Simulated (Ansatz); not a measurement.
Functionals compared on a constructed model of the (100) surface of fcc Pt, a pseudomorphic layer of Sn in the host's stacking (bottom of the slab: a bare face, its two planes held), in Ansatz (plane waves, PAW). The structure was relaxed with PBE; the other rows are single points on it. Cutoff 420 eV (500 eV for r2SCAN).

Model: 7-atom slab, 12.0 Å thick at the start, 13x13x1 mesh, Fermi-Dirac 0.1 eV, dipole correction, 2 atoms held, the rest relaxed; start symmetry kept, larger cells not searched; no spin, no spin-orbit, no U. It is one candidate, not shown to be the stable structure of the face. These notes are the PBE run's.

```tsv
functional	work function of the top face (eV)	rough cost of the single point
PBE	4.10	–
RPBE	[?]	very roughly 30 core-seconds
r2SCAN	4.22	around 60 core-seconds (rough)
```

Task: What belongs in the gaps?

Result: 
- RPBE, work function of the top face (eV): 3.99

Ansatz is a program for electronic structure.
